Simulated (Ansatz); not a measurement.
Data:

```
SiC
1.0
    3.07985     0.00000     0.00000
   -1.53992     2.66722     0.00000
    0.00000     0.00000     9.98896
Si C
4 4
Direct
  0.00000   0.00000   0.00056
  0.00000   0.00000   0.50056
  0.66667   0.33333   0.75045
  0.33333   0.66667   0.25045
  0.00000   0.00000   0.81265
  0.00000   0.00000   0.31265
  0.66667   0.33333   0.56196
  0.33333   0.66667   0.06196
```

No spin polarisation.

Level of theory: r2SCAN in Ansatz (plane waves to 500 eV, PAW, no spin-orbit coupling). Settings: 12×12×4 k-points, 0.05 eV Fermi–Dirac smearing.

Q: Predict the band gap.

A: 2.62 eV.

Q: Predict the valence-band top at Γ (three highest levels, from the VBM).

A: 0.00, -0.04, -0.04 eV.

Q: Estimate the smallest direct gap.

A: 3.81 eV.

Q: Predict the gap character.

A: Indirect, Γ → M.

Load acts through the strain it causes; cell and atoms are relaxed under it. Stability under load was not tested beyond the relaxation. The cell was made from SiC (space group P6_3mc, No. 186) by this change: uniaxial stress, 5 GPa compression along z.

Ansatz is an electronic-structure program.
